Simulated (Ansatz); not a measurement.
Hypothetical chalcopyrite AlBN2, response to strain

Start from AlBN2 in the chalcopyrite structure (space group I-42d, No. 122; a = 4.105 Å, c = 7.686 Å; a hypothetical phase, not in the database extracts checked). Axes: x, y, z lie along a, b, c of the conventional cell.

Strains are applied to the cell and any free atomic positions relax; under stress the whole cell relaxes.

Calculations: Ansatz (an electronic-structure program), PBE, PAW, cutoff 420 eV, no spin-orbit coupling.

Notes on the quantities. energy relative to the base: free energy F.

```json
[
 {"case": "base", "energy relative to the base": "0 meV/atom", "electron mass": "0.44 mₑ along c, 0.36 mₑ across (at Γ)", "band gap": "2.89 eV", "width of the top valence band": "1.04 eV"},
 {"case": "isotropic strain −5.71 %", "energy relative to the base": "+0.230 eV/atom", "electron mass": "0.42 mₑ along c, 0.34 mₑ across (at Γ)", "band gap": "2.82 eV", "width of the top valence band": "1.13 eV"},
 {"case": "isotropic strain −0.62 %", "energy relative to the base": "+2.3 meV/atom", "electron mass": "0.43 mₑ along c, 0.36 mₑ across (at Γ)", "band gap": "2.89 eV", "width of the top valence band": "1.05 eV"},
 {"case": "uniaxial stress, 5 GPa tension along z", "energy relative to the base": "+2.7 meV/atom", "electron mass": "0.49 mₑ along z, 0.35 mₑ across (at Γ)", "band gap": "3.06 eV", "width of the top valence band": "0.96 eV"}
]
```

Effective masses come from finite differences of ±0.01 Å⁻¹. Beyond what the load breaks, stability against distortions was not tested.
